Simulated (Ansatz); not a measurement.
monolayer SnSe2 under biaxial strain: electron conductivity mass by PBE, rigid bands (plane waves, PAW, scalar-relativistic; Ansatz, a quantum-chemistry and plane-wave program). The unloaded cell, whose axes the loads refer to:

```xyz
3
Lattice="3.8681 0.0000 0.0000 -1.9341 3.3499 0.0000 0.0000 0.0000 19.0997" Properties=species:S:1:pos:R:3 pbc="T T T"
Sn     0.0000     0.0000     9.5499
Se     0.0000     2.2333    11.1451
Se     1.9341     1.1166     7.9547
```

```tsv
biaxial strain (%)	electron conductivity mass (mₑ)
-3	0.332
-2	0.335
-1	0.339
0	0.343
1	0.349
2	0.356
3	0.365
5	?
```

Question: Fit a straight line to ln(electron conductivity mass) against the load over the rows given, and predict the row at 5 %.

Answer: The means are x̄ = 0.000 % and ȳ = -1.0631; Σ(x − x̄)(y − ȳ) = 0.4350 and Σ(x − x̄)² = 28.00, so the slope is 1.55 % per % of strain, and the rows given lie within 0.86 % of the line. At 5 % the line gives 0.373 mₑ; the calculation gives 0.388 mₑ, 3.8 % from it, so the trend bends or changes character over this range.

Masses are for dilute carriers at 300 K, harmonic means over directions unless an axis is named. Spin-orbit coupling is left out. The structure type is held at every load. Geometry: cell and atoms relaxed with PBE.

Model free-standing layer, not matched to a measured one here: monolayer SnSe2.
